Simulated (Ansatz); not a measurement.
Start from Ag$_{2}$S (space group Cmcm, No. 63; a = 4.653 Å, b = 6.935 Å, c = 7.209 Å; a cell from a computed database, its experimental status unchecked).

Calculations: plane-wave PAW DFT at the PBEsol level (Ansatz, a program for electronic structure, 420 eV), no spin-orbit coupling, earlier PAW set.

Base values:

| Property | Result |
|---|---|
| Volume per atom | 19.39 Å³ |
| Electron mass | 0.11 mₑ along a, 1.2 mₑ along b, 0.45 mₑ along c (at Γ) |

Modification: a hydrostatic pressure of 2.1 GPa.

### Question
Estimate the effect on the volume per atom.

### Answer
The volume per atom shrinks by 1.34 Å³ to 18.05 Å³.

### Question
How does this affect the electron mass?

### Answer
The electron mass goes from 0.11 mₑ along a, 1.2 mₑ along b, 0.45 mₑ along c (at Γ) to 0.083 mₑ along a, 0.52 mₑ along b, 0.35 mₑ along c (at Γ).

The levels and masses belong to the bands next to the band gap. Load acts through the strain it causes; cell and atoms are relaxed under it. Masses are band curvatures over ±0.01 Å⁻¹ around the edge. Stability against distortions was not tested. The base started in Cm and relaxed to Cmcm at this level. This is not the structure that Ag2S has at room temperature and ambient pressure.
